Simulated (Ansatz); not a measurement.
The parent structure is Rh in the fcc (Cu type) structure (space group Fm-3m, No. 225; a = 3.782 Å; relaxed with 0.1 eV smearing). Axes: x, y, z lie along the cube axes.

Method: plane-wave PAW DFT at the PBEsol level (Ansatz, a first-principles code, 420 eV), no spin-orbit coupling.

Strains are applied to the cell and any free atomic positions relax.

One change was made to it. Results:

| quantity | base | after |
|---|---|---|
| shortest interatomic distance | 2.674 Å | 2.662 Å |
| pressure (mean of the normal stresses, compression positive) | 0.0 GPa | -3.1 GPa |
| energy relative to the base (free energy F) | 0 meV/atom | +7.0 meV/atom |

**Question.** Name the change that was made.
A) isotropic strain −2.08 %
B) strain tensor (xx, yy, zz, yz, xz, xy) = (−0.03, +0.05, +1.14, +0.60, +0.99, −0.19) %
C) strain tensor (xx, yy, zz, yz, xz, xy) = (−0.63, −1.70, +0.54, +0.52, +2.07, −0.55) %

**Answer.** B, strain tensor (xx, yy, zz, yz, xz, xy) = (−0.03, +0.05, +1.14, +0.60, +0.99, −0.19) %. For comparison, the energy relative to the base in the other runs: strain tensor (xx, yy, zz, yz, xz, xy) = (−0.63, −1.70, +0.54, +0.52, +2.07, −0.55) % gives +24 meV/atom; isotropic strain −2.08 % gives +53 meV/atom.

Whether these cells are dynamically stable was not tested. The final runs are not spin-polarised.
